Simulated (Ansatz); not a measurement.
An Ansatz (a quantum-chemistry and plane-wave program) input (PBEsol in Ansatz (plane waves to 420 eV, PAW, no spin-orbit coupling)):

Ansatz 0.2 input:
```yaml
crystal:
  lattice:
    - [0, 2.9209620134, 2.9209620134]
    - [2.9209620134, 0, 2.9209620134]
    - [2.9209620134, 2.9209620134, 0]
  atoms:
    - { symbol: Ag, position: [0, 0, 0] }
    - { symbol: Pb, position: [0.5, 0.5, 0.5] }
basis: { ecutwfc: 420, ecutrho_ratio: 4, xc_grid: 2, fft_grid_basis: typed }
kpoints: { mp_grid: { grid: [14, 14, 14] } }
hamiltonian:
  xc: pbesol
  dispersion: none
  pseudopotentials: { kind: paw }
scf: { occupations: { method: fermi_dirac, width: 0.05 }, convergence: { dr2_threshold: 0.0000000002 } }
output: { forces: true, stress: true }
checkpoint: { write: state.ck, write_every: 1000 }
```

Problem. Which symmetry and how many k-points will the program report, and about how many plane waves at Γ?

Solution. Space group Fm-3m (ITA 225) with 48 operations, k-points 104 of 2744, and 941 plane waves at Γ.

No phonon test of stability was made. The cell was made from PbTe by this change: Te → Ag; the result is a hypothetical phase, not in the database extracts checked.
